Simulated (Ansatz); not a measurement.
# Ru on the 1x1 (111) surface of fcc Al, one in a 2x2 cell, started at the site 'bridge Al-Al (span 2.9 Å)'

Computed with PBE (plane waves to 420 eV, PAW; Ansatz, a quantum-chemistry and plane-wave program).

Slab: 17 atoms, 7.0 Å thick at the start under the adsorbate (thin: gaps and levels are the slab's own); k 6x6x1, smearing 0.1 eV, dipole-corrected; 8 atoms held, the rest relaxed; symmetry of the start imposed; spin-polarised, no spin-orbit, no U, no dispersion correction. The starting moment vanished. At the end it is bonded to 4 Al. In PBE it is, or lies within 0.03 eV of, the lowest of the starts that converged.

```
Item                                                                                                                       Value
--------------------------------------------------------------------------------------  ----------------------------------------
adsorption energy against an atom of hcp Ru                                                                              1.25 eV
work function of the top face                                                                                            3.88 eV
change of the work function                                                                                             -0.15 eV
change of the step from the bottom to the top vacuum level, against the clean slab                                      -0.13 eV
energy released by relaxation                                                                                            2.36 eV
height of the binding atom over the mean of the host atoms within 0.3 Å of the top one                                   0.874 Å
magnetic moment of the cell                                                                                              0.00 μB
nearest host atoms of the binding atom                                                  Al at 2.31 Å, Al at 2.31 Å, Al at 2.46 Å
largest move of a host atom                                                                                               0.83 Å
cost                                                                                                very roughly 12 core-minutes
```

A negative adsorption energy means that the adsorbate is more stable on the surface than in its reference.
